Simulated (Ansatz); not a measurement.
CoSi, cell Co32Si32, held well above this temperature first [in the run: it was liquid; mean temperature 2072 K (target 2170 K); density 5.42 g/cm³, volume +22 % from the start crystal's; one k-point, which a denser mesh shifts by 0.0 GPa in pressure and 0.03 eV/Å in forces].  Bonds are counted up to Co-Co 3.38 Å, Co-Si 3.34 Å, Si-Si 3.34 Å.

Q: What distribution of Co-Si-Si angles does Ansatz (a quantum-chemistry and plane-wave program) with PBE give?

A: mean 93°, standard deviation 36°.
```csv
angle (°),p (1/°)
1.5,0.0000
4.5,0.0000
7.5,0.0000
10.5,0.0000
13.5,0.0000
16.5,0.0000
19.5,0.0000
22.5,0.0000
25.5,0.0000
28.5,0.0000
31.5,0.0000
34.5,0.0001
37.5,0.0012
40.5,0.0050
43.5,0.0103
46.5,0.0148
49.5,0.0167
52.5,0.0167
55.5,0.0152
58.5,0.0123
61.5,0.0102
64.5,0.0083
67.5,0.0067
70.5,0.0058
73.5,0.0058
76.5,0.0056
79.5,0.0057
82.5,0.0061
85.5,0.0063
88.5,0.0069
91.5,0.0074
94.5,0.0081
97.5,0.0087
100.5,0.0091
103.5,0.0095
106.5,0.0094
109.5,0.0096
112.5,0.0096
115.5,0.0091
118.5,0.0086
121.5,0.0083
124.5,0.0078
127.5,0.0069
130.5,0.0067
133.5,0.0062
136.5,0.0060
139.5,0.0054
142.5,0.0052
145.5,0.0047
148.5,0.0046
151.5,0.0042
154.5,0.0038
157.5,0.0036
160.5,0.0030
163.5,0.0026
166.5,0.0021
169.5,0.0017
172.5,0.0011
175.5,0.0008
178.5,0.0003
```
